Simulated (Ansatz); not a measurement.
An Ansatz (a quantum-chemistry and plane-wave program) input (Ansatz, PBEsol, PAW, cutoff 420 eV, no spin-orbit coupling, earlier PAW set):

Ansatz 0.2 input:
```yaml
crystal:
  lattice:
    - [2.9073562032, 0, 0]
    - [0, 2.9073562032, 0]
    - [1.4536781016, -1.4536781016, 2.133259841]
  atoms:
    - { symbol: O, position: [0, 0, 0] }
    - { symbol: Mg, position: [0.5, 0.5, 0] }
basis: { ecutwfc: 420, ecutrho_ratio: 4, xc_grid: 2, fft_grid_basis: typed }
kpoints: { mp_grid: { grid: [13, 13, 13] } }
hamiltonian:
  xc: pbesol
  dispersion: none
  pseudopotentials: { azcp: { folder: ./paw }, kind: paw }
scf: { occupations: { method: fermi_dirac, width: 0.05 } }
relax: { f_tol: 0.005, max_steps: 50, cell: { stress_tol: 0.01, fix: [a, b, gamma] } }
output: { forces: true, stress: true }
checkpoint: { write: state.ck, write_every: 1000 }
```

Which symmetry and how many k-points will the program report, and about how many plane waves at Γ?

Space group I4/mmm (ITA 139) with 16 operations, k-points 196 of 2197, and 339 plane waves at Γ.

And the final pressure?

6.26 GPa (compression positive).

The cells carry an imposed strain or load. Stability against distortions was not tested. The cell was made from MgO in the rock salt structure (space group Fm-3m, No. 225) by this change: biaxial strain −2.45 %, plane normal [001], relaxed out of plane.
